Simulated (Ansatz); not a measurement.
Reference: RbCl (Fm-3m), PBEsol, rigid bands (plane waves, PAW, scalar-relativistic; Ansatz, a program for electronic structure); geometry: cell and atoms relaxed with PBEsol.

```cif
data_ClRb
_chemical_formula_sum 'Rb1 Cl1'
_space_group_name_H-M_alt 'P 1'
_space_group_IT_number 1
_cell_length_a 4.62671
_cell_length_b 4.62671
_cell_length_c 4.62671
_cell_angle_alpha 60.000
_cell_angle_beta 60.000
_cell_angle_gamma 60.000
loop_
_space_group_symop_operation_xyz
  'x, y, z'
loop_
_atom_site_label
_atom_site_type_symbol
_atom_site_fract_x
_atom_site_fract_y
_atom_site_fract_z
_atom_site_occupancy
Rb1 Rb 0.00000 0.00000 0.00000 1
Cl1 Cl 0.50000 0.50000 0.50000 1
```

* **band gap**: 4.90 eV
* **electron conductivity mass**: 0.43 mₑ
* **Seebeck coefficient, n-type 1e19 cm⁻³**: -193 μV/K

Question: Replace Rb by K on the same sites and relax. What happens?

Answer: KCl (Fm-3m): volume per atom 35.0 to 30.4 Å³; band gap stays about the same (4.90 eV to 5.10 eV); electron conductivity mass stays about the same (0.43 mₑ to 0.45 mₑ); Seebeck coefficient, n-type 1e19 cm⁻³ stays about the same (-193 μV/K to -198 μV/K).

Question: Swap Cl for Br, keeping the structure type. How do these values move?

Answer: RbBr (Fm-3m): volume per atom 35.0 to 40.1 Å³; band gap falls (4.90 eV to 4.23 eV); electron conductivity mass falls (0.43 mₑ to 0.37 mₑ); Seebeck coefficient, n-type 1e19 cm⁻³ falls in size (-193 μV/K to -178 μV/K).

Question: Replace Rb by Li on the same sites and relax. What happens?

Answer: LiCl (Fm-3m): volume per atom 35.0 to 16.2 Å³; band gap rises (4.90 eV to 6.35 eV); electron conductivity mass rises (0.43 mₑ to 0.48 mₑ); Seebeck coefficient, n-type 1e19 cm⁻³ rises in size (-193 μV/K to -206 μV/K).

Moves up to 5 % count as about the same. Masses are for dilute carriers at 300 K, harmonic means over directions unless an axis is named. Seebeck coefficients are for the stated density at 300 K, with one relaxation time for all states and whether or not that doping can be reached. Spin-orbit coupling is left out.

Formula and space group known from diffraction (Crystallography Open Database), not checked to be the room-temperature form: RbBr (Fm-3m).
